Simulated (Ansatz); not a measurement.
Start from ZnSnO$_{3}$ (space group R3c, No. 161).

```
CELL_PARAMETERS angstrom
      2.63902     1.52364     4.66974
     -2.63902     1.52364     4.66974
      0.00000    -3.04728     4.66974
ATOMIC_POSITIONS crystal
  Zn 0.29504 0.29504 0.29504
  Zn 0.79504 0.79504 0.79504
  Sn 0.01258 0.01258 0.01258
  Sn 0.51258 0.51258 0.51258
  O  0.72138 0.11620 0.40509
  O  0.40509 0.72138 0.11620
  O  0.11620 0.40509 0.72138
  O  0.90509 0.61620 0.22138
  O  0.22138 0.90509 0.61620
  O  0.61620 0.22138 0.90509
```

Cartesian axes are those of the cell as printed.

All numbers come from PBEsol (Ansatz, a first-principles code, PAW, without spin-orbit coupling), earlier PAW set.

For the base:

The volume per atom is 11.27 Å³.

Now apply this change: uniaxial stress, 8 GPa compression along z; all other stress components relax to zero.

Q: Estimate the effect on the volume per atom, mean lateral Poisson ratio and energy relative to the base.

A: The volume per atom shrinks by 0.235 Å³ (11.27 Å³ → 11.03 Å³); the mean lateral Poisson ratio comes out as 0.27; the energy rises by 12 meV/atom.

Load acts through the strain it causes; cell and atoms are relaxed under it. Beyond what the load breaks, stability against distortions was not tested.
